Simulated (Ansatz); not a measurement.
```yaml
crystal:
  lattice:
    - [14.00000, 0.00000, 0.00000]
    - [0.00000, 14.00000, 0.00000]
    - [0.00000, 0.00000, 5.41694]
  atoms:
    - { symbol: Ca, position: [0.40716, 0.40716, 0.00000] }
    - { symbol: S, position: [0.39596, 0.39596, 0.50000] }
    - { symbol: S, position: [0.39596, 0.60404, 0.00000] }
    - { symbol: Ca, position: [0.40716, 0.59284, 0.50000] }
    - { symbol: S, position: [0.60404, 0.39596, 0.00000] }
    - { symbol: Ca, position: [0.59284, 0.40716, 0.50000] }
    - { symbol: Ca, position: [0.59284, 0.59284, 0.00000] }
    - { symbol: S, position: [0.60404, 0.60404, 0.50000] }
```

These are PBE (plane waves to 420 eV, PAW; Ansatz, a program for electronic structure) values and carry that method's errors. Mesh 1×1×56. No spin polarisation. One-dimensional cell, images about 11 Å apart. A hypothetical model. Symmetry and one short period hold its shape; lower forms weren't sought.

Problem. Tabulate the two highest filled and two lowest empty levels along the axis, from the valence top.

Solution. 
```tsv
k (2π/c)	v2 (eV)	v1 (eV)	c1 (eV)	c2 (eV)
0.000	-0.07	0.00	3.32	3.38
0.042	-0.09	-0.01	3.33	3.39
0.083	-0.14	-0.04	3.37	3.42
0.125	-0.23	-0.08	3.44	3.46
0.167	-0.32	-0.13	3.52	3.52
0.208	-0.37	-0.19	3.60	3.63
0.250	-0.39	-0.26	3.68	3.75
0.292	-0.40	-0.33	3.76	3.88
0.333	-0.41	-0.40	3.86	4.01
0.375	-0.42	-0.42	3.96	–
0.417	-0.43	-0.43	4.05	–
0.458	-0.44	-0.44	–	–
0.500	-0.44	-0.44	–	–
```
A dash stands for levels within 1 eV of the vacuum level or above it.
